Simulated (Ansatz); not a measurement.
The starting structures come from a database of crystals and need not be the phases stable at ambient conditions.

Tunnelling through a barrier is set by its complex band structure: the current falls as exp(−2κd) with the smallest κ.

Input:

```
MgB2C2
1.0
    2.76530     0.00000     0.00000
    0.00000     8.53418     0.00000
    0.00000    -2.49539     3.88190
Mg B C
2 4 4
Direct
  0.50000   0.50000   0.00000
  0.00000   0.00000   0.00000
  0.50000   0.72963   0.61308
  0.50000   0.27037   0.38692
  0.00000   0.77037   0.15382
  0.00000   0.22963   0.84618
  0.50000   0.22034   0.00582
  0.50000   0.77966   0.99418
  0.00000   0.27966   0.56514
  0.00000   0.72034   0.43486
```

Space group of this cell: Pnnm. The cell is taken as given.

Transport runs along the normal of the first two printed cell vectors.

The gap is the functional's own. No spin-orbit coupling. Mid-gap values are interpolated on the energy grid.

Predict the band gap and the smallest decay constant κ at mid-gap from r2SCAN run with Ansatz (a quantum-chemistry and plane-wave program).

Gap 1.56 eV on a 12×8×8 mesh; κ = 0.218 1/Å, at (0.333, 0.500) of the in-plane reciprocal vectors. At the zone centre, at the nearest computed energy, the slowest state has κ = 0.24 1/Å.
